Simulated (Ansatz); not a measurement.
**WS2: electrons 3.0×10^21 cm⁻³**

Take WS2 (space group P6_3/mmc, No. 194; a = 3.1540 Å, c = 12.1415 Å; layered, stacked along the Cartesian z axis) as the base.

It is then changed as follows: 0.314 electrons added to each cell, a density of 3.0×10^21 cm⁻³, with a uniform compensating background at fixed cell and a 300 K Fermi–Dirac width.

Computed with PBE-D3(BJ) in Ansatz (plane waves to 420 eV, PAW, no SOC). Settings: 17×17×4 k-points, 0.0259 eV Fermi–Dirac smearing.

Gap between the host's bands: 0.86 eV (base 0.88 eV)
Gap character: indirect, Γ → K–Γ (47 % along) (base indirect, Γ → K–Γ (47 % along))
Fermi level relative to the doped band's edge (positive inside the band; to 0.05 eV): +0.40 eV

Carriers are added with a uniform compensating background; total energy and stress of such cells depend on the potential's zero and are not compared; many-body gap narrowing is missing at this level. Spin-orbit coupling, missing from the scalar runs, can matter with W. Stability against distortions was not tested.

Ansatz is a program for electronic structure.
